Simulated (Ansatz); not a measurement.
Take ZnSe in the zinc blende structure (space group F-43m, No. 216; a = 5.666 Å) as the base. Axes: x, y, z lie along the cube axes.

Calculations: Ansatz (a first-principles code) r2SCAN, spin-orbit coupling left out.

Base values:

| Property | Result |
|---|---|
| Valley order | Γ 1.87 eV; L along ⟨111⟩ 3.05 eV; X along ⟨100⟩ 3.34 eV |

It is then changed as follows: biaxial strain +0.83 %, plane normal [111], relaxed out of plane (Cartesian); in-plane vectors clamped, the third vector and the atoms free.

**Question.** Estimate the effect on the hole mass and valley order.

**Answer.** The hole mass is 0.11 mₑ out of plane, 1.4 mₑ in plane (at Γ); the valley order (the lowest conduction-band minima on the path, energy above the VBM, named in the base's zone) changes from Γ 1.87 eV; L along ⟨111⟩ 3.05 eV; X along ⟨100⟩ 3.34 eV to Γ 1.77 eV; L along [111] 2.88 eV; L along [1-1-1] 3.02 eV.

The levels and masses belong to the bands next to the band gap. Effective masses come from finite differences of ±0.01 Å⁻¹. No phonon test of stability was made.
